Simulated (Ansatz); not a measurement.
System: MoPt (model structure, started from the CuAu type, P4/mmm, No. 123, 2 atoms in the cell). Method: LDA in Ansatz (PAW).

Settings: plane-wave cutoff 520 eV, 20×20×16 k mesh (along the axes of the cell as run), Fermi–Dirac smearing 0.05 eV, no spin polarisation, scalar-relativistic PAW data made under PBE.

Cell (relaxed at this level):

```
MoPt
1.0
    2.68370     0.00000     0.00000
    0.00000     2.68370     0.00000
    0.00000     0.00000     4.06790
Mo Pt
1 1
Direct
  0.50000   0.50000   0.50000
  0.00000   0.00000   0.00000
```

What does this level give for the bulk modulus B0?


* **bulk modulus B0**: 318 GPa

Note: the run has no spin polarisation, so it can have missed a magnetic state; the bulk modulus is −V dP/dV from two relaxed cells at ±2 % in volume; the relaxation could raise the start's symmetry but not lower it, so the cell can be a saddle point.

Spin–orbit coupling is not included.

Computed values are for the static lattice.

Computing time: about 2.7 core-minutes (a rough figure).

A model structure was made by putting elements into a prototype or built by hand; it is no filed structure, need not be a known phase, and can be a saddle point held by its symmetry.

Ansatz is a quantum-chemistry and plane-wave program.
